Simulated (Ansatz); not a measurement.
# Worked example: self-consistent single point of BaHfO3 (Pm-3m, 5 atoms in the cell) in Ansatz

Computed with LDA (PW92), default PAW files made with PBE (plane waves; Ansatz, a first-principles code).

This input was run:

Ansatz 0.2 input:
```yaml
# BaHfO3
crystal:
  lattice:
    - [4.190850, 0.000000, 0.000000]
    - [0.000000, 4.190850, 0.000000]
    - [0.000000, 0.000000, 4.190850]
  atoms:
    - { symbol: Ba, position: [0.000000, 0.000000, 0.000000] }
    - { symbol: Hf, position: [0.500000, 0.500000, 0.500000] }
    - { symbol: O, position: [0.500000, 0.000000, 0.500000] }
    - { symbol: O, position: [0.000000, 0.500000, 0.500000] }
    - { symbol: O, position: [0.500000, 0.500000, 0.000000] }
basis:
  ecutwfc: 420.0 eV
kpoints:
  mp_grid: { grid: [6, 6, 6] }
hamiltonian:
  xc: lda
  pseudopotentials: { kind: paw }
scf:
  occupations: { method: fermi_dirac, width: 0.05 eV }
output:
  forces: true
  eigenvalues: true
  stress: true
```

Output (repeated stretches shortened):

```
WARN ansatz: RAYON_NUM_THREADS=1 ignored (pool sized by the plan → 1); use --threads N
Pseudopotentials: kind: paw
Pseudopotential: Ba, paw, valence charge 10
Pseudopotential: Hf, paw, valence charge 26
Pseudopotential: O, paw, valence charge 6
Crystal: 5 atoms, lattice volume = 73.605 Å³
Basis set: ecut = 420 eV, 1419 PW (Γ)
Bands: 33, of which v1, the nominal top of the filled ones, is band 27 counted from 1 (26 counted from 0)
Symmetry: 48 space group operations
Space group: Pm-3m (ITA 221), of the structure as read, at distance tolerance 4.2e-5 Å
k-points: 20 of 216
PAW frozen core: Ba, regenerated for the run's functional, and the local potential with it
PAW frozen core: Hf, regenerated for the run's functional, and the local potential with it
PAW frozen core: O, regenerated for the run's functional, and the local potential with it
Initial density: superposition of atomic densities (neutral atoms: chi_scale 0, normalization atom), corrected by the library's trained network
Initial wavefunctions: pseudopotential atomic-orbital guess
Eigensolver: davidson
Functional: x = slater, c = lda
SCF iter   1: F=—  HF=-22931.998417 eV  |F-HF|=—  |Δ(HF+E_count)|=         —  Δρ=1.77e-2  dr2=2.20e-1  ethr=1.77e-3  ⟨swp⟩=7.7  Hψ=2922  notcnv=0
all-band conjugate gradients solve this SCF's bands
preconditioner: auto → Resta (q_TF=auto, 2.591 Å⁻¹)
SCF iter   2: F=—  HF=-22931.947097 eV  |F-HF|=—  |Δ(HF+E_count)|=   5.13e-2  Δρ=5.50e-3  dr2=8.60e-3  ethr=4.07e-4  ⟨swp⟩=2.6  Hψ=1336  notcnv=0  defer=27
SCF iter   3: F=—  HF=-22931.944500 eV  |F-HF|=—  |Δ(HF+E_count)|=   2.60e-3  Δρ=2.08e-3  dr2=1.66e-3  ethr=1.59e-5  ⟨swp⟩=2.0  Hψ=1218  notcnv=0  defer=27
SCF iter   4: F=—  HF=-22931.944208 eV  |F-HF|=—  |Δ(HF+E_count)|=   2.92e-4  Δρ=6.18e-4  dr2=1.89e-4  ethr=3.07e-6  ⟨swp⟩=2.4  Hψ=1066  notcnv=0  defer=27
SCF iter   5: F=—  HF=-22931.944038 eV  |F-HF|=—  |Δ(HF+E_count)|=   1.70e-4  Δρ=1.38e-4  dr2=1.01e-5  ethr=3.50e-7  ⟨swp⟩=2.2  Hψ=1146  notcnv=0  defer=27
SCF iter   6: F=—  HF=-22931.944036 eV  |F-HF|=—  |Δ(HF+E_count)|=   2.09e-6  Δρ=3.49e-5  dr2=8.71e-7  ethr=1.87e-8  ⟨swp⟩=2.1  Hψ=1080  notcnv=0  defer=27
SCF iter   7: F=-22931.944036 eV  HF=-22931.944036 eV  |F-HF|=2.44e-9  |Δ(HF+E_count)|=   1.65e-7  Δρ=4.67e-6  dr2=1.88e-8  ethr=1.85e-10  ⟨swp⟩=10.9  Hψ=3735  notcnv=0
SCF 1 converged in 7 iterations: F = -22931.944036 eV  dr2 = 1.88e-8
SCF converged after 7 iterations
Free energy (F): -22931.944036 eV
Harris-Foulkes:  -22931.944036 eV  (|F-HF|=2.44e-9)
Internal energy: -22931.944036 eV  (E = F + TS)
E sigma→0 (E₀):  -22931.944036 eV
Fermi energy:    12.762143 eV
--- Per-component energies (eV) ---
  E_band       = -72.901191
  E_kinetic    = 1112.116383
  E_local      = -8056.817066  (includes V_loc(G=0)·N_el)
  E_nonlocal   = -1021.720304
  E_hartree    = 3655.295675
  E_xc         = -683.267305
  E_vxc        = -683.852899  (∫ρ·V_xc dr)
  E_paw        = -12184.471739  (= ΣΔE_a)
  E_vpaw       = 1266.770369  (= ΣTr[D̂ρ^β])
  E_aug_tail   = 0.007445  (compensation charges beyond the density's cutoff)
  E_ewald      = -5756.117647
  E_core_change = 3.030523  (= ΣΔE_core)
  E_smearing   = -0.000000  (= −TS)
  E_closure    = 0.000000  (closes the sum)
  Σ components = -22931.944036   (vs F -22931.944036, Δ=0.00e0)
--- Forces (eV/Å), atoms counted from 1 ---
  atom   1  Ba    -0.00000000     0.00000000     0.00000000
   [... zero for the other atoms too ...]
  max |Σ_I F_I| component: 2.18e-28 eV/Å
--- Stress (GPa, compression-positive) ---
       -8.217429       0.000000       0.000000
       -0.000000      -8.217429       0.000000
        0.000000       0.000000      -8.217429
  P = ⅓ Tr σ = -8.2174 GPa (-82.174 kbar)
  The stress holds the Pulay correction. Without it, at fixed plane waves, as pw.x and ABINIT print it: P = -8.9343 GPa
--- Band table (eV; the first three rows and the last of 20) ---
  k-point 0: bands = ["-48.8555", "-17.6545", "-17.6545", "-17.6545", "-14.0673", "-5.3221", "-4.7646", "-4.7646", "0.8053", "0.8053", "0.8053", "1.2275", "1.2275", "1.2275", "1.2382", "1.2393", "1.2393", "1.2393", "9.3352", "9.3352", "9.3352", [...]
  k-point 1: bands = ["-48.8554", "-17.6858", "-17.6534", "-17.6534", "-14.0495", "-5.3081", "-4.7586", "-4.6523", "0.8290", "0.8290", "0.8656", "1.2247", "1.2247", "1.2380", "1.2388", "1.2414", "1.2414", "1.2436", "8.8583", "9.2617", "9.2617", [...]
  k-point 2: bands = ["-48.8552", "-17.7470", "-17.6514", "-17.6514", "-14.0142", "-5.3736", "-4.7466", "-4.3039", "0.8789", "0.8789", "0.9884", "1.2167", "1.2167", "1.2375", "1.2378", "1.2459", "1.2459", "1.2854", "7.6969", "9.0745", "9.0745", [...]
  k-point 19: bands = ["-48.8542", "-17.7623", "-17.7623", "-17.7623", "-13.9290", "-4.1153", "-4.1153", "-4.1153", "0.3062", "0.3062", "0.3062", "1.2371", "1.2550", "1.2550", "1.2550", "1.3273", "1.3273", "1.3273", "6.5569", "7.3077", "7.3077", [...]
```

The run converged in 7 iterations.

The starting cell has typed, rounded lattice constants, without a prior relaxation at this level. Its lattice was rescaled by up to half a per cent. Spin-orbit coupling is off. With a pressure of about -8 GPa the cell is away from its equilibrium volume at this level. Ansatz's pressure includes its estimate of the finite-basis (Pulay) stress. Without the estimate this run gives -8.93 GPa.
